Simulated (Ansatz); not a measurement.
Take MoSi2 (space group I4/mmm, No. 139; a = 3.202 Å, c = 7.819 Å) as the base. Axes: x, y, z lie along a, b, c of the conventional cell.

Structures relaxed with Ansatz (a first-principles code), r2SCAN, PAW, cutoff 500 eV, no spin-orbit coupling, earlier PAW set.

Base:

Simulated powder pattern, Cu Kα, λ = 1.54184 Å (kinematic, ideal powder, no thermal factors, no anomalous dispersion; the 8 strongest lines at most, above 2 %, up to 2θ = 90°):

| 2θ (°) | I/Imax (%) | hkl |
|---|---|---|
| 22.74 | 32 | (002) |
| 30.16 | 60 | (101) |
| 39.81 | 71 | (110) |
| 44.84 | 100 | (103) |
| 46.34 | 19 | (112) |
| 57.57 | 23 | (200) |
| 75.79 | 41 | (213) |
| 86.08 | 15 | (116) |

After one change:

Simulated powder pattern, Cu Kα, λ = 1.54184 Å (kinematic, ideal powder, no thermal factors, no anomalous dispersion; the 8 strongest lines at most, above 2 %, up to 2θ = 90°):

```json
[
 {"2θ (°)": "22.74", "I/Imax (%)": "46"},
 {"2θ (°)": "30.16", "I/Imax (%)": "43"},
 {"2θ (°)": "30.60", "I/Imax (%)": "42"},
 {"2θ (°)": "40.16", "I/Imax (%)": "100"},
 {"2θ (°)": "44.84", "I/Imax (%)": "72"},
 {"2θ (°)": "45.15", "I/Imax (%)": "71"},
 {"2θ (°)": "76.02", "I/Imax (%)": "30"},
 {"2θ (°)": "76.71", "I/Imax (%)": "29"}
]
```

Q: Name the change that was made.
A) isotropic strain −4.70 %
B) isotropic strain −3.12 %
C) biaxial strain +0.60 %, plane normal [001], relaxed out of plane
D) uniaxial strain ε_xx = −1.64 %

A: D, uniaxial strain ε_xx = −1.64 %. Its volume per atom is 13.14 Å³ against 13.36 Å³, and its space group is Immm (No. 71).

Whether these cells are dynamically stable was not tested. All final runs are without spin polarisation.
